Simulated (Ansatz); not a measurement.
An Ansatz (a program for electronic structure) input (PBE (Ansatz; PAW; 420 eV plane waves; spin-orbit coupling left out)):

Ansatz 0.2 input:
```yaml
crystal:
  lattice:
    - [1.6780154165, 0.9688026524, 8.7038280449]
    - [-1.6780154165, 0.9688026524, 8.7038280449]
    - [0, -1.9376053048, 8.7038280449]
  atoms:
    - { symbol: In, position: [0.9969198386, 0.9969198386, 0.9969198386] }
    - { symbol: Ga, position: [0.2129469249, 0.2129469249, 0.2129469249] }
    - { symbol: Zn, position: [0.7811983842, 0.7811983842, 0.7811983842] }
    - { symbol: O, position: [0.1364785626, 0.1364785626, 0.1364785626] }
    - { symbol: O, position: [0.878960643, 0.878960643, 0.878960643] }
    - { symbol: O, position: [0.2887664766, 0.2887664766, 0.2887664766] }
    - { symbol: O, position: [0.7047291701, 0.7047291701, 0.7047291701] }
basis: { ecutwfc: 420, ecutrho_ratio: 4, xc_grid: 2, fft_grid_basis: typed }
kpoints: { mp_grid: { grid: [16, 16, 16] } }
hamiltonian:
  xc: pbe
  dispersion: none
  pseudopotentials: { kind: paw }
total_charge: 0.848971
scf: { occupations: { method: fermi_dirac, width: 0.0259 }, convergence: { dr2_threshold: 0.0000000007 } }
relax: { f_tol: 0.005, max_steps: 30 }
output: { forces: true, stress: true }
checkpoint: { write: state.ck, write_every: 1000 }
```

Problem. Which symmetry and how many k-points will the program report, and about how many plane waves at Γ?

Solution. Space group R3m (ITA 160) with 6 operations, k-points 417 of 4096, and 1667 plane waves at Γ.

Carriers are added with a uniform compensating background; total energy and stress of such cells depend on the potential's zero and are not compared; many-body gap narrowing is missing at this level. Whether these cells are dynamically stable was not tested. The cell was made from ZnInGaO4 (space group R3m, No. 160) by this change: holes 1.0×10^22 cm⁻³.
